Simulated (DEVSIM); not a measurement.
Structure: abrupt Si p-n junction, at 350 K.

Layer 1 from the left is Si, thickness (μm) 0.710, Na (cm⁻³) 2.1e14, τn (s) 9.7e-5, τp (s) 9.7e-5. Layer 2 from the left is Si, thickness (μm) 0.940, Nd (cm⁻³) 3.3e17, τn (s) 9.7e-5, τp (s) 9.7e-5.

Left contact: ohmic. Right contact: ohmic. Voltage is applied to the left contact. Recombination: SRH at mid-gap, radiative, Auger. Mobility is μmin + (μ − μmin)/(1 + (N/Nref)^α).

The device is made up for the run: typed textbook-type constants, with dimensions and the other settings drawn at random. Values at 300 K; Nc and Nv go as T^1.5, mobilities as T to minus their exponent, the gap by Varshni's rule with the affinity fixed.

Si: gap (eV) 1.124, affinity (eV) 4.05, permittivity 11.7, Nc (cm⁻³) 2.86e19, Nv (cm⁻³) 3.1e19, μn (cm²/Vs) 1417, μp (cm²/Vs) 470, μn,min 52, μp,min 45, Nref,n 9.7e16, Nref,p 2.2e17, αn 0.68, αp 0.72, T exponent of μn 2.3, T exponent of μp 2.2, B (cm³/s) 4.7e-15, Cn (cm⁶/s) 2.8e-31, Cp (cm⁶/s) 9.9e-32, Varshni α (eV/K) 0.000473, Varshni β (K) 636.

Model (solved in DEVSIM): 1D drift-diffusion, Boltzmann statistics, complete ionisation; no tunnelling, impact ionisation, image-force lowering or self-heating.

Task: What does the simulation give for the largest field in the device at zero bias, the potential step across the device at zero bias, the dark forward voltage at 1 A/cm²?

Result: largest field in the device at zero bias 34000 V/cm; potential step across the device at zero bias 0.603 V; dark forward voltage at 1 A/cm² 0.247 V.
